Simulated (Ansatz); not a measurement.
# InPd, pressure series

Base system: InPd in the CsCl type structure (space group Pm-3m, No. 221; a = 3.247 Å).

Cell and atoms are relaxed at each pressure.

Computed with DFT with PBEsol, PAW potentials and a 420 eV plane-wave cutoff in Ansatz (a program for electronic structure), scalar-relativistic without spin-orbit coupling.

Notes on the quantities. enthalpy: H = E + PV relative to the base's energy.

```csv
variant,enthalpy,density
base,–,10.73 g/cm³
pressure −2 GPa,-0.22 eV/atom,10.57 g/cm³
pressure −1 GPa,-0.11 eV/atom,10.65 g/cm³
pressure 0.9 GPa,+0.10 eV/atom,10.80 g/cm³
pressure 2.1 GPa,+0.22 eV/atom,10.89 g/cm³
pressure 4.5 GPa,+0.47 eV/atom,11.06 g/cm³
pressure 9 GPa,+0.93 eV/atom,11.35 g/cm³
pressure 15 GPa,+1.53 eV/atom,11.70 g/cm³
pressure 22.5 GPa,+2.25 eV/atom,12.08 g/cm³
pressure 30 GPa,+2.95 eV/atom,12.43 g/cm³
```

Load acts through the strain it causes; cell and atoms are relaxed under it. Whether these cells are dynamically stable was not tested. Competing high-pressure phases were not computed. All final runs are without spin polarisation.
